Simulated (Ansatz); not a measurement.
Pt vacancy + H interstitial + H interstitial in fcc Pt

Level of theory: PBE, PAW (plane waves to 420 eV; Ansatz, a quantum-chemistry and plane-wave program). Cell and caveats: 32-site cell; 6×6×6 shifted k-points; start: the Pt site; off centre in the vacancy; off centre in the vacancy; no spin–orbit coupling; finite-size errors of tenths of an eV; the relaxation kept the symmetry of the starting site; relaxed from one start, so a lower configuration may exist.

Neighbours after relaxation, in Å: of the emptied site: H 1.51, H 1.51; of the H atom: Pt 1.99, Pt 1.99, Pt 1.99, Pt 1.99, Pt 2.46, H 3.02; of the H atom: Pt 1.99, Pt 1.99, Pt 1.99, Pt 1.99, Pt 2.46, H 3.02.

Formation energies E_f are those of the neutral cell. Chemical conditions: host crystal and elements as references (Δμ(Pt) = 0.00 eV, Δμ(H) = 0.00 eV; H taken from its element, since no compound that bounds it was computed at this level; only phases computed here count, gases as isolated molecules at 0 K). Reference phases: H: H2 molecule in a box, Pt: fcc Pt.

The name describes the start; the neighbours show where the atoms ended.

| charge | moment (μB) | point group | largest move off a lattice site (Å) | E_f, host crystal and elements as references (eV) |
|---|---|---|---|---|
| 0 | not spin-polarised | D4h | 0.07 | 1.12 |

Point groups are those of the whole cell at tolerances of 0.03 and 0.1 Å ("near" where only the looser one holds); none is given for unsettled states.
